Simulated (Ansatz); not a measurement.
Results of r²SCAN (plane waves, PAW; Ansatz, an electronic-structure program) for As (model structure, started from the lonsdaleite type, P6₃/mmc, No. 194, 4 atoms in the cell).

Run with plane-wave cutoff 560 eV, 18×18×10 k mesh (along the axes of the cell as run), Fermi–Dirac smearing 0.05 eV, scalar-relativistic PAW data made under PBE.

Cell (relaxed at this level):

As is taken in the hexagonal space group P6₃/mmc (No. 194), Pearson symbol hP4. Cell: a = b = 4.586 Å, c = 5.755 Å, α = β = 90.00°, γ = 120.00°. As on 4f is coordinated by 1 As at 2.450 Å and 3 As at 2.682 Å (tetrahedral). (Neighbours: up to the widest gap in distance over summed covalent radii, below 1.35, at either atom.)

Task: Give the computed bulk modulus.

Result: 
* **bulk modulus**: 43.8 GPa

The run finds no gap.

Note: the bulk modulus is −V dP/dV from two relaxed cells at ±2 % in volume; the relaxation could raise the start's symmetry but not lower it, so the cell can be a saddle point.

A model structure was made by putting elements into a prototype or built by hand; it is no filed structure, need not be a known phase, and can be a saddle point held by its symmetry.
